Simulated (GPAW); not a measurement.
# Energy against c/a at fixed volume: hcp Re (space group 194) (GPAW, PBEsol)

```yaml
crystal:
  lattice:
    - [2.78591, 0.00000, 0.00000]
    - [-1.39296, 2.41267, 0.00000]
    - [0.00000, 0.00000, 4.32180]
  atoms:
    - { symbol: Re, position: [0.66667, 0.33333, 0.75000] }
    - { symbol: Re, position: [0.33333, 0.66667, 0.25000] }
```

Method: PBEsol, GPAW PAW datasets PBEsol (made by gpaw-setup) (plane waves; GPAW). Settings: mode = pw; ecut = 585 eV; xc = PBEsol; kpts = 28 28 16; mesh shift (steps) = 0 0 0; occupations.name = fermi-dirac; occupations.width = 0.05 eV; nbands = -8; convergence.density = 1e-06 e/electron; convergence.energy = 1e-06 eV/electron; symmetry.symmorphic = false; symmetry.tolerance = 0.0005; maxiter = 100. The cell above is the first row's. The rows change c/a at fixed volume. In all rows fractional positions and the k mesh are held. E is the free energy at the stated smearing, counted from the lowest row.

| c/a | E (meV/atom) |
|---|---|
| 1.5513 | 22.35 |
| 1.5675 | 12.42 |
| 1.5836 | 5.39 |
| 1.5998 | 1.25 |
| 1.6159 | 0.00 |
| 1.6321 | 1.64 |
| 1.6483 | 6.20 |
| 1.6644 | 13.66 |
| 1.6806 | ? |

### Question
Using a cubic, estimate the missing E at c/a = 1.6806 from the other rows, showing the fit.

### Answer
With u = c/a - 1.61, the rows have u = -0.05870, -0.04250, -0.02640, -0.01020, 0.00590, 0.02210, 0.03830, 0.05440. Least squares gives E = 0.117 - 53.94·u + 5550.6·u² + 291·u³. Residuals (row less fit): 0.000, 0.007, -0.014, 0.006, 0.008, 0.001, -0.010, 0.004; standard error 0.011 (degrees of freedom: 4). The fitted curve has its minimum at c/a = 1.61, where E = -0.01. To one more digit the minimum is at c/a = 1.615; the ideal close-packed ratio is 1.633. At the withheld row, u = 0.07060, so E = 0.117 - 53.94 × 0.07060 + 5550.6 × 0.07060² + 291 × 0.07060³ = 24.077 meV/atom. The calculation gives 23.92 meV/atom, 0.157 meV/atom below the prediction (0.7 % of the range of E in the table). The row lies outside the fitted rows, so this is an extrapolation. From the scatter of the fitted rows alone, a prediction at this place has a standard error of 0.029 meV/atom, so the miss is 5.5 times that.

Carrying the step between the two nearest rows on in a straight line would have given 21.17, off by 2.75; series whose last step already gives the withheld value aren't shown. The reference cell has the volume at which an earlier scan in this program and functional put its minimum by a fit; axis ratios and inner coordinates come from a measured-size cell. The runs keep the symmetry of the cell, so they don't test it for distortions. The best c/a moves a little with volume. Spin polarisation is off. Spin-orbit coupling is off. In metals such curves are sensitive to mesh and smearing. Cutoffs and mesh are single choices, not tested for convergence of this quantity. Series with a scatter that would blur these digits, or in which a gap closes, are not shown. Strain series were run only where this level's volume lies within 10 % of a first guess from the measured size.

Terms beyond the fitted order, or numerical noise in single rows, can give a miss of this size; the table doesn't tell which.
